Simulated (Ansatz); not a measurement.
BN (F-43m) under uniaxial stress along [110] (compression positive): electron conductivity mass by r2SCAN, rigid bands (plane waves, PAW, scalar-relativistic; Ansatz, a quantum-chemistry and plane-wave program). The unloaded cell, whose axes the loads refer to:

Space group F-43m (No. 216); a = 3.606 Å, b = 3.606 Å, c = 3.606 Å, α = 90.00°, β = 90.00°, γ = 90.00°

```
atom  site  symmetry       x       y       z
----  ----  --------  ------  ------  ------
B       4a      -43m  0.0000  0.0000  0.0000
N       4d      -43m  0.7500  0.7500  0.7500
```
(The calculation used a cell of 2 atoms; values per cell refer to that cell.)

| uniaxial stress along [110] (compression positive) (GPa) | volume per atom (Å³) | electron conductivity mass (mₑ) |
|---|---|---|
| -63 | 6.29 | 0.401 |
| -45 | 6.13 | 0.392 |
| 0 | 5.86 | 0.381 |
| 9 | 5.82 | 0.380 |
| 27 | 5.73 | ? |

Problem. Fit a straight line to ln(electron conductivity mass) against the load over the rows given, and predict the row at 27 GPa.

Solution. The means are x̄ = -24.750 GPa and ȳ = -0.9457; Σ(x − x̄)(y − ȳ) = -2.622 and Σ(x − x̄)² = 3625, so the slope is -0.0723 % per GPa, and the rows given lie within 0.54 % of the line. At 27 GPa the line gives 0.374 mₑ; the calculation gives 0.379 mₑ, 1.3 % from it.

Masses are for dilute carriers at 300 K, harmonic means over directions unless an axis is named. Spin-orbit coupling is left out. Stresses and pressures are the targets of the relaxation. The structure type is held at every load. Geometry: cell and atoms relaxed with PBEsol.
